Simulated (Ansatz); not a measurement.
The starting structures come from a database of crystals and need not be the phases stable at ambient conditions.

 Where the default PAW files enter, the runs use the earlier of Ansatz's two default sets.

Input:

```
CELL_PARAMETERS angstrom
      5.51621     0.00000     0.00000
     -2.75811     4.77718     0.00000
      2.75810     1.59239     4.86369
ATOMIC_POSITIONS crystal
  In 0.71424 0.35712 0.92864
  In 0.28576 0.64288 0.07136
  In 0.28576 0.14288 0.57136
  In 0.71424 0.85712 0.42864
  O  0.20350 0.25000 0.25000
  O  0.79649 0.75000 0.75000
  O  0.50000 0.95351 0.25000
  O  0.50000 0.04650 0.75000
  O  0.79649 0.54649 0.25000
  O  0.20350 0.45350 0.75000
```

Space group of this cell: R-3c, corundum. The cell is taken as given; by r2SCAN its mean pressure is -0.8 GPa.

Computed with r2SCAN (plane waves, PAW; Ansatz, a first-principles code).

The current runs along the normal of the first two printed vectors; no spin-orbit coupling. Scaled by the factor s: both lengths across the current (ions clamped). Meshes 8×8×8 and 6×6 across the current in all rows.

```tsv
s	mean pressure (GPa)	band gap (eV)
0.98	7.5	?
1.00	-0.8	1.77
1.02	-7.5	1.46
```

Question: Take the slope of the band gap against ln s from the two given rows, extrapolate to s = 0.98, and say what the run there gives.

Answer: Slope = (1.46 − 1.77) / ln 1.02 = -15.7 eV. The line gives 1.77 + (-15.7) × ln 0.98 = 2.09 eV. The run gives 2.03 eV, 0.06 eV under the line, 18 % of the predicted step.
